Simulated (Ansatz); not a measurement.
An Ansatz (a first-principles code) run: InSe; PBE-D3(BJ) in Ansatz (plane waves to 420 eV, PAW, spin-orbit coupling left out), earlier PAW set.

Input:

Ansatz 0.2 input:
```yaml
crystal:
  lattice:
    - [4.0320426148, 0, 0]
    - [-2.0160213074, 3.4918513335, 0]
    - [0, 0, 16.7625781266]
  atoms:
    - { symbol: In, position: [0.3333333333, 0.6666666667, 0.6666732782] }
    - { symbol: In, position: [0.6666666667, 0.3333333333, 0.1666732782] }
    - { symbol: In, position: [0.6666666667, 0.3333333333, 0.3333267218] }
    - { symbol: In, position: [0.3333333333, 0.6666666667, 0.8333267218] }
    - { symbol: Se, position: [0.3333333333, 0.6666666667, 0.0899110594] }
    - { symbol: Se, position: [0.6666666667, 0.3333333333, 0.5899110594] }
    - { symbol: Se, position: [0.6666666667, 0.3333333333, 0.9100889406] }
    - { symbol: Se, position: [0.3333333333, 0.6666666667, 0.4100889406] }
basis: { ecutwfc: 420, ecutrho_ratio: 4, xc_grid: 2, fft_grid_basis: typed }
kpoints: { mp_grid: { grid: [9, 9, 2] } }
hamiltonian:
  xc: pbe
  dispersion: d3bj
  pseudopotentials: { azcp: { folder: ./paw }, kind: paw }
scf: { occupations: { method: fermi_dirac, width: 0.05 }, convergence: { dr2_threshold: 0.0000000008 } }
output: { forces: true, stress: true }
checkpoint: { write: state.ck, write_every: 1000 }
```

Output:

```
WARN ansatz: RAYON_NUM_THREADS=1 ignored (pool sized by the plan → 1); use --threads N
Pseudopotentials: kind: paw
Pseudopotential: In, paw, valence charge 13
Pseudopotential: Se, paw, valence charge 16
Functional definition: PBE
Crystal: 8 atoms, lattice volume = 236.005 Å³
Basis set: ecut = 420 eV, 4629 PW (Γ), exchange–correlation on 54×54×240 points (8 copies of the dense FFT grid, shifted against one another)
Bands: 66, of which v1, the nominal top of the filled ones, is band 58 counted from 1 (57 counted from 0)
Symmetry: 24 space group operations
Space group: P63/mmc (ITA 194), of the structure as read, at distance tolerance 6.2e-5 Å
k-points: 24 of 162
Initial density: superposition of atomic densities (chi_scale 0.1, normalization cell, long waves kept (reshape's long-wave potential 0.69 eV rms))
Initial wavefunctions: pseudopotential atomic-orbital guess
Eigensolver: davidson
Functional: x = pbe(κ = 0.804, μ = 0.2195149727645171), c = pbe(β = 0.06672455060314922)
SCF iter   1: F=—  HF=-44279.633779 eV  |F-HF|=—  |Δ(HF+E_count)|=         —  Δρ=4.94e-2  dr2=2.94e1  ethr=3.10e-3  ⟨swp⟩=6.1  Hψ=6298  notcnv=0
all-band conjugate gradients solve this SCF's bands
preconditioner: auto → Resta (q_TF=auto, 2.424 Å⁻¹)
SCF iter   2: F=—  HF=-44274.752706 eV  |F-HF|=—  |Δ(HF+E_count)|=    4.88e0  Δρ=1.91e-2  dr2=7.91e-1  ethr=3.10e-3  ⟨swp⟩=4.7  Hψ=3291  notcnv=0  defer=39
SCF iter   3: F=—  HF=-44274.519202 eV  |F-HF|=—  |Δ(HF+E_count)|=   2.34e-1  Δρ=1.10e-2  dr2=2.38e-1  ethr=6.82e-4  ⟨swp⟩=2.2  Hψ=3312  notcnv=0  defer=70
SCF iter   4: F=—  HF=-44274.467824 eV  |F-HF|=—  |Δ(HF+E_count)|=   5.14e-2  Δρ=1.92e-3  dr2=1.71e-2  ethr=2.05e-4  ⟨swp⟩=3.0  Hψ=3027  notcnv=0  defer=70
SCF iter   5: F=—  HF=-44274.463066 eV  |F-HF|=—  |Δ(HF+E_count)|=   4.76e-3  Δρ=8.48e-4  dr2=2.35e-3  ethr=1.47e-5  ⟨swp⟩=2.0  Hψ=2906  notcnv=0  defer=70
SCF iter   6: F=—  HF=-44274.465278 eV  |F-HF|=—  |Δ(HF+E_count)|=   2.21e-3  Δρ=1.84e-4  dr2=2.79e-4  ethr=2.03e-6  ⟨swp⟩=2.0  Hψ=1915  notcnv=0  defer=70
SCF iter   7: F=—  HF=-44274.465422 eV  |F-HF|=—  |Δ(HF+E_count)|=   1.44e-4  Δρ=5.27e-5  dr2=9.26e-6  ethr=2.41e-7  ⟨swp⟩=2.0  Hψ=1895  notcnv=0  defer=70
SCF iter   8: F=—  HF=-44274.465464 eV  |F-HF|=—  |Δ(HF+E_count)|=   4.20e-5  Δρ=2.11e-5  dr2=1.90e-6  ethr=7.99e-9  ⟨swp⟩=2.0  Hψ=2433  notcnv=0  defer=70
SCF iter   9: F=—  HF=-44274.465465 eV  |F-HF|=—  |Δ(HF+E_count)|=   1.41e-6  Δρ=5.47e-6  dr2=1.97e-7  ethr=1.64e-9  ⟨swp⟩=2.0  Hψ=2427  notcnv=0  defer=70
SCF iter  10: F=—  HF=-44274.465465 eV  |F-HF|=—  |Δ(HF+E_count)|=   1.42e-7  Δρ=1.38e-6  dr2=4.49e-9  ethr=1.70e-10  ⟨swp⟩=2.0  Hψ=1911  notcnv=0  defer=70
SCF iter  11: F=-44274.465465 eV  HF=-44274.465465 eV  |F-HF|=4.37e-10  |Δ(HF+E_count)|=   8.90e-9  Δρ=3.19e-7  dr2=4.14e-10  ethr=1.00e-12  ⟨swp⟩=4.8  Hψ=5922  notcnv=0
SCF 1 converged in 11 iterations: F = -44274.465465 eV  dr2 = 4.14e-10
SCF converged after 11 iterations
Free energy (F): -44274.465465 eV
Harris-Foulkes:  -44274.465465 eV  (|F-HF|=4.37e-10)
Internal energy: -44274.465238 eV  (E = F + TS)
E sigma→0 (E₀):  -44274.465352 eV
Entropy (-TS):   -0.000227 eV (-0.028 meV/atom)
Fermi energy:    7.226186 eV
--- Per-component energies (eV) ---
  E_band       = -1851.368713
  E_kinetic    = 1315.423025
  E_local      = -16488.821550  (includes V_loc(G=0)·N_el)
  E_nonlocal   = -108.740606
  E_hartree    = 8005.583996
  E_xc         = -911.120717
  E_vxc        = -717.537560  (∫ρ·V_xc dr)
  E_paw        = -25358.483750  (= ΣΔE_a)
  E_vpaw       = -1862.859803  (= ΣTr[D̂ρ^β])
  E_aug_tail   = -0.000894  (compensation charges beyond the density's cutoff)
  E_ewald      = -10725.929972
  E_disp       = -2.374771  (pairwise vdW)
  E_smearing   = -0.000227  (= −TS)
  E_closure    = -0.000000  (closes the sum)
  Σ components = -44274.465465   (vs F -44274.465465, Δ=0.00e0)
  [band-id]    e_kinetic+e_local+e_nonlocal+2·e_hartree+e_vxc+e_vpaw+e_augmentation_tail = -1851.369396   (vs E_band -1851.368713, Δ=-6.82e-4)
--- Forces (eV/Å), atoms counted from 1 ---
  atom   1  In     0.00000000     0.00000000    -0.00015714
  atom   2  In     0.00000000    -0.00000000    -0.00015714
  atom   3  In     0.00000000    -0.00000000     0.00015714
  atom   4  In     0.00000000     0.00000000     0.00015714
  atom   5  Se     0.00000000    -0.00000000     0.00029355
  atom   6  Se     0.00000000     0.00000000     0.00029355
  atom   7  Se     0.00000000     0.00000000    -0.00029355
  atom   8  Se     0.00000000    -0.00000000    -0.00029355
  max |Σ_I F_I| component: 1.03e-17 eV/Å
--- Stress (GPa, compression-positive) ---
       -0.000571       0.000000       0.000000
        0.000000      -0.000571      -0.000000
        0.000000      -0.000000       0.003541
  P = ⅓ Tr σ = 0.0008 GPa (0.008 kbar)
  The stress holds the Pulay correction. Without it, at fixed plane waves, as pw.x and ABINIT print it: P = -0.0174 GPa
  The stress includes an estimate of the error left by incomplete SCF convergence (largest component 0.0000 GPa).
--- Band table ---
  band table: none
```

Whether these cells are dynamically stable was not tested. The cell is InSe in the beta-GaS type structure (space group P6_3/mmc, No. 194; layered, stacked along the Cartesian z axis).
